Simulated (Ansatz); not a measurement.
A computed series for hypothetical fluorite ZrS2: thickness series

Take ZrS2 in the fluorite structure (space group Fm-3m, No. 225; a = 6.263 Å; a hypothetical phase, not in the database extracts checked) as the base. Axes: x, y, z lie along the cube axes.

Free-standing slabs (3 atom(s) a layer) normal to [111] with 15 Å of vacuum; in-plane cell held at bulk.

Levels (all Ansatz, a quantum-chemistry and plane-wave program, PAW, earlier PAW set): PBE (420 eV, without spin-orbit coupling); r2SCAN (500 eV, without spin-orbit coupling).

The base cell above is that of PBE; each level relaxes its own structures.

```tsv
case	band gap, PBE	band gap, r2SCAN
1 layer	1.18 eV	(withheld)
2 layers	1.08 eV	(withheld)
3 layers	0.83 eV	1.11 eV
4 layers	0.62 eV	(withheld)
5 layers	0.39 eV	0.66 eV
6 layers	0.27 eV	0.54 eV
```

Task: Some entries are withheld; estimate them.

Result: 
- 1 layer, band gap, r2SCAN: 1.45 eV
- 2 layers, band gap, r2SCAN: 1.36 eV
- 4 layers, band gap, r2SCAN: 0.89 eV

PBE lies below r2SCAN in every row, by 0.27 eV to 0.29 eV. They put the cases in the same order.

Stability against distortions was not tested. All final runs are without spin polarisation. A zero or small gap of ZrS2 can be the functional's error rather than a property of the material.
